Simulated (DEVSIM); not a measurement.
Structure: In0.49Ga0.51P/GaAs p-n heterojunction, at 300 K.

| layer (left to right) | material | thickness (μm) | Nd (cm⁻³) | Na (cm⁻³) | τn (s) | τp (s) |
|---|---|---|---|---|---|---|
| 1 | In0.49Ga0.51P | 0.820 | - | 2e16 | 5.4e-9 | 5.4e-9 |
| 2 | GaAs | 0.210 | 6.3e16 | - | 5.4e-9 | 5.4e-9 |

Left contact: ohmic. Right contact: ohmic. Voltage is applied to the left contact. Recombination: SRH at mid-gap, Auger. Mobility is constant in doping.

The device is made up for the run: typed textbook-type constants, with dimensions and the other settings drawn at random. Values at 300 K.

```
parameter      In0.49Ga0.51P    GaAs
-------------  -------------  ------
gap (eV)                1.89   1.424
affinity (eV)              4    4.07
permittivity            11.8    12.9
Nc (cm⁻³)               9e17  4.7e17
Nv (cm⁻³)             1.3e19    9e18
μn (cm²/Vs)             1500    8500
μp (cm²/Vs)               80     400
Cn (cm⁶/s)             3e-30   1e-30
Cp (cm⁶/s)             3e-30   1e-30
```

Model (solved in DEVSIM): 1D drift-diffusion, Boltzmann statistics, complete ionisation; no tunnelling, impact ionisation, image-force lowering or self-heating. Band offsets follow the typed affinities; no thermionic-emission limit at abrupt steps, no polarisation charge.

The thickness of layer 1 was swept, all else fixed.

```json
[
 {"thickness of layer 1 (μm)": "0.16", "largest field in the device at zero bias (V/cm)": "96000", "dark forward voltage at 100 A/cm² (V)": "1.456"},
 {"thickness of layer 1 (μm)": "0.29", "largest field in the device at zero bias (V/cm)": "86000", "dark forward voltage at 100 A/cm² (V)": "1.466"},
 {"thickness of layer 1 (μm)": "0.49", "largest field in the device at zero bias (V/cm)": "86000", "dark forward voltage at 100 A/cm² (V)": "1.476"},
 {"thickness of layer 1 (μm)": "0.82", "largest field in the device at zero bias (V/cm)": "86000", "dark forward voltage at 100 A/cm² (V)": "1.489"},
 {"thickness of layer 1 (μm)": "1.4", "largest field in the device at zero bias (V/cm)": "86000", "dark forward voltage at 100 A/cm² (V)": "1.512"},
 {"thickness of layer 1 (μm)": "2.5", "largest field in the device at zero bias (V/cm)": "86000", "dark forward voltage at 100 A/cm² (V)": "1.553"},
 {"thickness of layer 1 (μm)": "4.1", "largest field in the device at zero bias (V/cm)": "86000", "dark forward voltage at 100 A/cm² (V)": "1.614"}
]
```

From the first row to the last the largest field in the device at zero bias goes from 96000 to 86000. From the first row to the last the dark forward voltage at 100 A/cm² goes from 1.456 to 1.614.
